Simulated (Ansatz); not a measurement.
The reference is ZnO in the wurtzite structure (space group P6_3mc, No. 186; a = 3.1869 Å, c = 5.1526 Å). Axes: x lies along a and z along c of the hexagonal cell.

Calculations: LDA in Ansatz (plane waves to 420 eV, PAW, no SOC).

Base values:

| Property | Value |
|---|---|
| Volume per atom | 11.33 Å³ |
| Band gap | 0.80 eV |
| Electron mass | 0.15 mₑ (at Γ) |

The change: biaxial strain +2.40 %, plane normal [001], relaxed out of plane (Cartesian); in-plane vectors clamped, the third vector and the atoms free.

Task: Estimate the effect on the volume per atom, band gap, electron mass and in-plane stress.

Result: The volume per atom rises by 0.24 Å³ (11.33 Å³ → 11.57 Å³); the band gap goes up by 0.02 eV to 0.82 eV; the electron mass becomes 0.16 mₑ out of plane, 0.14 mₑ in plane (at Γ) (base: 0.15 mₑ (at Γ)); the mean in-plane stress (compression positive) is -5.3 GPa.

Masses are band curvatures over ±0.01 Å⁻¹ around the edge. Stability against distortions was not tested.

Ansatz is an electronic-structure program.
